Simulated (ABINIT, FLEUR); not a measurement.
A FLEUR input for a self-consistent single point of CrClO (Pmmn, 6 atoms in the cell) (DFT, LDA (Perdew-Zunger), all-electron FLAPW (FLEUR), scalar-relativistic valence):

Input of the input generator:

```
CrClO FLAPW
&input film=f /
5.9500086835 0.0000000000 0.0000000000
0.0000000000 7.2117523608 0.0000000000
0.0000000000 0.0000000000 14.8326077508
1.0
1.0 1.0 1.0

6
24 0.0000000000 -0.0000000000 0.1060400000 : 3.00
24 0.5000000000 0.5000000000 0.8939600000 : 3.00
17 -0.0000000000 0.5000000000 0.6814200000 : 0.00
17 0.5000000000 0.0000000000 0.3185800000 : 0.00
8 0.5000000000 0.0000000000 0.9478200000 : 0.00
8 0.0000000000 0.5000000000 0.0521800000 : 0.00

&comp jspins=2 /
&exco xctyp='pz' /
&kpt div1=5 div2=4 div3=2 gamma=t /
&end /
```

```xml
<?xml version="1.0" encoding="UTF-8" standalone="no"?>
<fleurInput fleurInputVersion="0.39">
   <comment>
      CrClO FLAPW                                                                                         
   </comment>
   <calculationSetup>
      <cutoffs Kmax="4.8" Gmax="19.2" GmaxXC="19.2" numbands="0"/>
      <scfLoop itmax="60" minDistance="0.00001" maxIterBroyd="25" imix="Anderson" alpha="0.05" precondParam="0.0" spinf="2.0"/>
      <coreElectrons ctail="T" frcor="F" kcrel="0" coretail_lmax="0"/>
      <xcFunctional name="pz" relativisticCorrections="F"/>
      <magnetism jspins="2"/>
      <soc l_soc="F" theta="0.0" phi="0.0" spav="F"/>
      <expertModes spex="0" secvar="F"/>
      <geometryOptimization l_f="T" forcealpha="1.0" forcemix="BFGS" epsdisp="0.00001" epsforce="0.00001"/>
      <ldaU l_linMix="F" mixParam="0.05" spinf="1.0"/>
   </calculationSetup>
   <cell>
      <bzIntegration valenceElectrons="54.0" mode="hist" fermiSmearingEnergy="0.00036749">
         <kPointListSelection listName="default-1"/>
         <!-- k-points included here -->
         <xi:include xmlns:xi="http://www.w3.org/2001/XInclude" href="kpts.xml"> </xi:include>
      </bzIntegration>
      <!-- symmetry operations included here -->
      <xi:include xmlns:xi="http://www.w3.org/2001/XInclude" href="sym.xml"> </xi:include>
      <bulkLattice scale="1.0">
         <bravaisMatrix>
            <row-1>    5.9500086835000001     0.0000000000000000     0.0000000000000000</row-1>
            <row-2>    0.0000000000000000     7.2117523608000003     0.0000000000000000</row-2>
            <row-3>    0.0000000000000000     0.0000000000000000    14.8326077507999994</row-3>
         </bravaisMatrix>
      </bulkLattice>
   </cell>
   <atomSpecies>
      <species name="Chromium (3.000" element="Cr" atomicNumber="24">
         <mtSphere radius="2.16" gridPoints="761" logIncrement="0.016"/>
         <atomicCutoffs lmax="8" lnonsphr="6"/>
         <electronConfig flipSpins="F">
            <coreConfig>(1s1/2) (2s1/2) (2p1/2) (2p3/2)</coreConfig>
            <valenceConfig>(3s1/2) (3p1/2) (3p3/2) (4s1/2) (3d3/2) (3d5/2)</valenceConfig>
            <stateOccupation state="(4s1/2)" spinUp="0.5" spinDown="0.5"/>
            <stateOccupation state="(3d3/2)" spinUp="1.0" spinDown="1.0"/>
            <stateOccupation state="(3d5/2)" spinUp="3.0" spinDown="0.0"/>
         </electronConfig>
         <energyParameters s="4" p="4" d="3" f="4"/>
         <lo type="SCLO" l="0" n="3" eDeriv="0"/>
         <lo type="SCLO" l="1" n="3" eDeriv="0"/>
      </species>
      <species name="Chlorine (Cl)" element="Cl" atomicNumber="17">
         <mtSphere radius="1.81" gridPoints="639" logIncrement="0.018"/>
         <atomicCutoffs lmax="8" lnonsphr="6"/>
         <electronConfig flipSpins="F">
            <coreConfig>(1s1/2) (2s1/2) (2p1/2) (2p3/2)</coreConfig>
            <valenceConfig>(3s1/2) (3p1/2) (3p3/2)</valenceConfig>
            <stateOccupation state="(3p1/2)" spinUp="0.8333333333" spinDown="0.8333333333"/>
            <stateOccupation state="(3p3/2)" spinUp="1.666666667" spinDown="1.666666667"/>
         </electronConfig>
         <energyParameters s="3" p="3" d="3" f="4"/>
      </species>
      <species name="Oxygen (O)" element="O" atomicNumber="8">
         <mtSphere radius="1.22" gridPoints="431" logIncrement="0.024"/>
         <atomicCutoffs lmax="6" lnonsphr="4"/>
         <electronConfig flipSpins="F">
            <coreConfig>(1s1/2)</coreConfig>
            <valenceConfig>(2s1/2) (2p1/2) (2p3/2)</valenceConfig>
            <stateOccupation state="(2p1/2)" spinUp="0.6666666667" spinDown="0.6666666667"/>
            <stateOccupation state="(2p3/2)" spinUp="1.333333333" spinDown="1.333333333"/>
         </electronConfig>
         <energyParameters s="2" p="2" d="3" f="4"/>
      </species>
   </atomSpecies>
   <atomGroups>
      <atomGroup species="Chromium (3.000">
         <relPos label="                   1">-1.000/4.000 -1.000/4.000 .1060400000</relPos>
         <relPos label="                   2">1.000/4.000 1.000/4.000 -.1060400000</relPos>
         <force calculate="T" relaxXYZ="TTT"/>
      </atomGroup>
      <atomGroup species="Chlorine (Cl)">
         <relPos label="                   3">-1.000/4.000 1.000/4.000 -.3185800000</relPos>
         <relPos label="                   4">1.000/4.000 -1.000/4.000 .3185800000</relPos>
         <force calculate="T" relaxXYZ="TTT"/>
      </atomGroup>
      <atomGroup species="Oxygen (O)">
         <relPos label="                   5">1.000/4.000 -1.000/4.000 -.0521800000</relPos>
         <relPos label="                   6">-1.000/4.000 1.000/4.000 .0521800000</relPos>
         <force calculate="T" relaxXYZ="TTT"/>
      </atomGroup>
   </atomGroups>
   <output dos="F" band="F" slice="F">
      <checks vchk="F" cdinf="F"/>
      <bandDOS minEnergy="-.5*Htr" maxEnergy="0.5*Htr" sigma="0.015" storeEVData="T"/>
      <vacuumDOS vacdos="F" integ="F" star="F" nstars="0" locx1="0.0" locy1="0.0" locx2="0.0" locy2="0.0" nstm="0" tworkf="0.0"/>
      <unfoldingBand unfoldBand="F" supercellX="1" supercellY="1" supercellZ="1"/>
      <plotting iplot="0" polar="F">
         <plot TwoD="T" vec1="  1.0  0.0  0.0" vec2="  0.0  1.0  0.0" vec3="  0.0  0.0  1.0" zero="  0.0  0.0  0.0" file="plot"/>
      </plotting>
      <chargeDensitySlicing numkpt="0" minEigenval="0.0" maxEigenval="0.0" nnne="0" pallst="F"/>
      <specialOutput eonly="F"/>
      <magneticCircularDichroism mcd="F" energyLo="-10.0" energyUp="0.0"/>
   </output>
  <!-- We include the file relax.xml here to enable relaxations (see documentation) -->
  <xi:include xmlns:xi="http://www.w3.org/2001/XInclude" href="relax.xml"> <xi:fallback/> </xi:include>
</fleurInput>
```

Give the ABINIT input for the same structure, mesh, smearing and functional.

One input that does it (others would too):

```
# CrClO, JTH v2.0 LDA PAW
pp_dirpath "./"
pseudos "Cr.LDA_PW-JTH.xml, Cl.LDA_PW-JTH.xml, O.LDA_PW-JTH.xml"
acell 3*1.0 Angstrom
rprim
         3.1486090000    0.0000000000    0.0000000000
         0.0000000000    3.8162950000    0.0000000000
         0.0000000000    0.0000000000    7.8490780000
natom 6
ntypat 3
znucl 24 17 8
typat 1 1 2 2 3 3
xred
         0.0000000000    0.0000000000    0.1060400000
         0.5000000000    0.5000000000    0.8939600000
         0.0000000000    0.5000000000    0.6814200000
         0.5000000000    0.0000000000    0.3185800000
         0.5000000000    0.0000000000    0.9478200000
         0.0000000000    0.5000000000    0.0521800000
ecut 30
pawecutdg 60
pawxcdev 0
nsppol 2
spinat
      0 0 3
      0 0 3
      0 0 0
      0 0 0
      0 0 0
      0 0 0
occopt 3
tsmear 0.00036749
nband 39
kptopt 1
ngkpt 5 4 2
nshiftk 1
shiftk 0 0 0
nstep 80
tolvrs 1.0e-12
prtwf 0
prtden 0
prtvol 1
enunit 2
```

Basis, cutoffs, solver keys and any potentials are the target program's own. This input uses DFT, LDA (PW92), plane waves, PAW (JTH v2.0 LDA PAW). LDA parametrisations can differ slightly between programs.

The starting cell comes from a database of computed structures (which also holds hypothetical and non-ambient phases and stackings), without a prior relaxation at this level. Its lattice was rescaled by a random factor within 2.5 % of one.
